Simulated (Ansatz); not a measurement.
Reference: Pt (Fm-3m), PBEsol, rigid bands (plane waves, PAW, scalar-relativistic; Ansatz, an electronic-structure program); geometry: cell and atoms relaxed with PBEsol.

```
CELL_PARAMETERS angstrom
      0.00000     1.95943     1.95943
      1.95943     0.00000     1.95943
      1.95943     1.95943     0.00000
ATOMIC_POSITIONS crystal
  Pt 0.00000 0.00000 0.00000
```

| Quantity | Value |
|---|---|
| density of states at the Fermi level per atom | 2.0 states/eV |
| Drude plasma energy | 8.9 eV |
| root-mean-square Fermi velocity | 4.8 ×10⁵ m/s |
| resistivity times mean free path | 3.4 ×10⁻¹⁶ Ω·m² |

Q: Swap Pt for Cu, keeping the structure type. How do these values move?

A: Cu (Fm-3m): volume per atom 15.0 to 11.3 Å³; density of states at the Fermi level per atom falls (2.0 states/eV to 0.30 states/eV); Drude plasma energy stays about the same (8.9 eV to 9.1 eV); root-mean-square Fermi velocity rises (4.8 ×10⁵ m/s to 10.9 ×10⁵ m/s); resistivity times mean free path rises (3.4 ×10⁻¹⁶ Ω·m² to 6.5 ×10⁻¹⁶ Ω·m²).

Q: Swap Pt for Au, keeping the structure type. How do these values move?

A: Au (Fm-3m): volume per atom 15.0 to 17.0 Å³; density of states at the Fermi level per atom falls (2.0 states/eV to 0.28 states/eV); Drude plasma energy stays about the same (8.9 eV to 8.9 eV); root-mean-square Fermi velocity rises (4.8 ×10⁵ m/s to 13.5 ×10⁵ m/s); resistivity times mean free path rises (3.4 ×10⁻¹⁶ Ω·m² to 8.4 ×10⁻¹⁶ Ω·m²).

Q: Replace Pt by Ir on the same sites and relax. What happens?

A: Ir (Fm-3m): volume per atom 15.0 to 14.0 Å³; density of states at the Fermi level per atom falls (2.0 states/eV to 0.88 states/eV); Drude plasma energy rises (8.9 eV to 10.8 eV); root-mean-square Fermi velocity rises (4.8 ×10⁵ m/s to 8.4 ×10⁵ m/s); resistivity times mean free path rises (3.4 ×10⁻¹⁶ Ω·m² to 3.7 ×10⁻¹⁶ Ω·m²).

Moves up to 5 % count as about the same. Metals at this level; values at 300 K, both spins, means over directions. As a rough test of the mesh, the Fermi surface's area from every second k point differs by up to 3 %. The product of resistivity and mean free path takes one path for all states. Spin-orbit coupling is left out.

The missing spin-orbit coupling matters most for Au (Fm-3m), Ir (Fm-3m), Pt (Fm-3m).
